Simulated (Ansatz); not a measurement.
Base system: K2NaInF6 (space group Fm-3m, No. 225; a = 8.581 Å; a cell from a computed database, its experimental status unchecked).

Computed with Kohn–Sham DFT with the PBEsol functional, run in Ansatz (a quantum-chemistry and plane-wave program) with PAW and 420 eV plane waves, without spin-orbit coupling.

Before the change:

The width of the top valence band is 0.10 eV and the lattice parameter a is 8.581 Å. The electron mass is 0.58 mₑ (at Γ).

The change: cell and atoms relaxed at a pressure of 45 GPa.

**Question.** What does the calculation give for the width of the top valence band after the change?

**Answer.** The width of the top valence band goes up by 0.064 eV to 0.17 eV.

**Question.** How does this affect the lattice parameter a?

**Answer.** The lattice parameter a drops by 1.035 Å, from 8.581 Å to 7.546 Å.

**Question.** Predict the new electron mass.

**Answer.** The electron mass changes from 0.58 mₑ (at Γ) to 0.56 mₑ (at Γ).

The levels and masses belong to the bands next to the band gap. Load acts through the strain it causes; cell and atoms are relaxed under it. Masses are band curvatures over ±0.01 Å⁻¹ around the edge. Stability against distortions was not tested. Competing high-pressure phases were not computed.
